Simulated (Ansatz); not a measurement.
**Cu under a change: tensor shear ε_xy = +1.14 %**

Base system: Cu in the fcc (Cu type) structure (space group Fm-3m, No. 225; a = 3.5768 Å; relaxed with 0.1 eV smearing). Axes: x, y, z lie along the cube axes.

Perturbation: tensor shear ε_xy = +1.14 % (engineering shear γ = 0.0228), atoms relaxed at fixed cell.

Computed with r2SCAN/PAW in Ansatz (a program for electronic structure), without spin-orbit coupling. Γ-centred 32×32×32 mesh, Fermi–Dirac width 0.1 eV.

| quantity | base | changed | shift |
|---|---|---|---|
| volume per atom | 11.44 Å³ | 11.44 Å³ | 0.00 Å³ |
| space group | Fm-3m (No. 225) | Immm (No. 71) | – |
| shortest interatomic distance | 2.529 Å | 2.500 Å | -0.029 Å |
| energy relative to the base (free energy F) | 0 meV/atom | +1.7 meV/atom | +1.7 meV/atom |
| pressure (mean of the normal stresses, compression positive) | 0.0 GPa | 0.1 GPa | +0.1 GPa |
| band gap | zero | zero | – |
| stress (xx, yy, zz, yz, xz, xy; compression positive) | – | (0.1, 0.1, 0.0, 0.0, 0.0, -2.1) GPa | – |

The cells carry an imposed strain or load. Stability against distortions was not tested. All final runs are without spin polarisation.
